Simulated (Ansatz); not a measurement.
Base system: Ge in the diamond structure (space group Fd-3m, No. 227; a = 5.673 Å). Axes: x, y, z lie along the cube axes.

Level of theory: r2SCAN (Ansatz, an electronic-structure program; PAW; 500 eV plane waves; spin-orbit coupling left out), earlier PAW set.

For the base:

| Quantity | Result |
|---|---|
| Band gap | 0.37 eV |
| Volume per atom | 22.82 Å³ |

Now apply this change: tensile biaxial strain of 1.04 % in the plane normal to [001], as in epitaxy on a mismatched substrate; the out-of-plane cell vector and the atoms relax.

Task: Predict the new energy relative to the base, band gap and volume per atom.

Result: The energy increases by 2.1 meV/atom; the band gap falls by 0.23 eV, from 0.37 eV to 0.14 eV; the volume per atom goes up by 0.31 Å³ to 23.13 Å³.

No phonon test of stability was made. The zero or small gap of Ge under biaxial strain +1.04 %, plane normal [001], relaxed out of plane can change with the level of theory.
